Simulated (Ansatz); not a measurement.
Here is the system:

```
CELL_PARAMETERS angstrom
      0.00000     4.11477     4.30588
      2.38957     0.00000     4.30588
      2.38957     4.11477     0.00000
ATOMIC_POSITIONS crystal
  Si 0.66201 0.33799 0.66201
  Si 0.33799 0.66201 0.33799
  Si 0.58799 0.91201 0.58799
  Si 0.91201 0.58799 0.91201
  Ti 0.00000 0.00000 0.00000
  Ti 0.25000 0.25000 0.25000
```

No spin polarisation.

All numbers come from r2SCAN/PAW in Ansatz (a quantum-chemistry and plane-wave program), scalar-relativistic without spin-orbit coupling. Settings: 13×13×13 k-points, 0.05 eV Fermi–Dirac smearing.

Task: Predict the pressure, band gap and space group.

Result: The pressure (mean of the normal stresses, compression positive) comes out as -1.8 GPa, the band gap is zero and the space group is Fddd (No. 70).

The cells carry an imposed strain or load. Whether these cells are dynamically stable was not tested. The final runs are not spin-polarised. The cell was made from TiSi2 (space group Fddd, No. 70) by this change: uniaxial strain ε_zz = +1.07 %.
